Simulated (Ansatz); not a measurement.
Take CaO in the rock salt structure (space group Fm-3m, No. 225; a = 4.831 Å) as the base. Axes: x, y, z lie along the cube axes.

Computed with DFT with PBE, PAW potentials and a 420 eV plane-wave cutoff in Ansatz (a program for electronic structure), scalar-relativistic without spin-orbit coupling.

It is then changed as follows: the cell is scaled by 0.9700 in all directions; the atoms relax in the strained cell.

Task: Predict the stress tensor and what it implies for the stiffness.

Result: Stress of the strained cell less that of the base (GPa, compression positive):
```
  11.75    0.00    0.00
   0.00   11.75    0.00
   0.00    0.00   11.75
```

Then B = −ΔP/(ΔV/V₀) with ΔV/V₀ = -0.0873 gives secant stiffness values (nonlinear terms included at this strain): B ≈ 135 GPa.

As a check, the harmonic strain energy −½ V₀ Δσ:ε is 47 meV/atom; the computed energy rise is 42 meV/atom.

Stability against distortions was not tested.
